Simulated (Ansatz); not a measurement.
The reference is AlP in the zinc blende structure (space group F-43m, No. 216; a = 5.508 Å).

Levels (all Ansatz, a first-principles code, PAW): PBE (420 eV, no SOC); HSE06 (420 eV, no SOC).

Its gap is 1.63 eV with PBE and 2.31 eV with HSE06.

Modification: every lattice vector is shortened by 4.11 %, atoms relaxed at fixed cell.

With PBE the gap becomes 1.37 eV.

### Question
If the HSE06 correction stayed the same, what would the HSE06 gap be, and what does the HSE06 run give?

### Answer
A rigid correction of +0.68 eV gives 2.05 eV. The HSE06 run gives 2.05 eV, so the two effects roughly add.

Single points use the geometry relaxed with PBE. HSE06 gaps are upper bounds (no full band path). The cells carry an imposed strain or load. Whether these cells are dynamically stable was not tested.
